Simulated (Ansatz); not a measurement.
The reference is C in the graphite type structure (space group P6_3/mmc, No. 194; a = 2.4583 Å, c = 6.5635 Å; layered, stacked along the Cartesian z axis). Axes: x lies along a and z along c of the hexagonal cell.

Method: DFT with PBEsol-D3(BJ), PAW potentials and a 420 eV plane-wave cutoff in Ansatz (a program for electronic structure), without spin-orbit coupling.

Before the change:

The pressure comes out as 0.0 GPa and the shortest interatomic distance is 141.9 pm.

It is then changed as follows: uniaxial strain ε_xx = +2.64 %, all other strain components held at zero, atoms relaxed at fixed cell.

**Question.** How does this affect the pressure?

**Answer.** The pressure (mean of the normal stresses, compression positive) goes from zero to -10.9 GPa.

**Question.** Predict the new shortest interatomic distance.

**Answer.** The shortest interatomic distance goes up by 0.5 pm (141.9 pm → 142.4 pm).

**Question.** Estimate the effect on the energy relative to the base.

**Answer.** The energy increases by 20 meV/atom.

Stability against distortions was not tested. Gaps under 0.05 eV, about the width of the smearing, are given as zero.
